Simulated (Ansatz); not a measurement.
**Y, response to strain**

Consider Y in the hcp (Mg type) structure (space group P6_3/mmc, No. 194; a = 3.6809 Å, c = 5.7213 Å; relaxed with 0.1 eV smearing).

Strains are applied to the cell and any free atomic positions relax.

All numbers come from Kohn–Sham DFT with the r2SCAN functional, run in Ansatz (a quantum-chemistry and plane-wave program) with PAW and 500 eV plane waves, without spin-orbit coupling, earlier PAW set.

Notes on the quantities. energy relative to the base: free energy F.

```tsv
isotropic strain (%)	energy relative to the base (meV/atom)
-5.91	148.1
-1.4	7.6
0	0.0
4.95	?
5.32	95.7
```

Task: Fit ΔE = Aε² + Bε³ (ε in %) to the rows shown and predict the withheld row.

Result: Least squares on the printed values gives A = 3.79 and B = -0.076 meV/atom (largest residual 0.0 meV/atom); this predicts 83.5 meV/atom, and the run gives 83.5 meV/atom, in agreement.

Stability against distortions was not tested. The final runs are not spin-polarised.
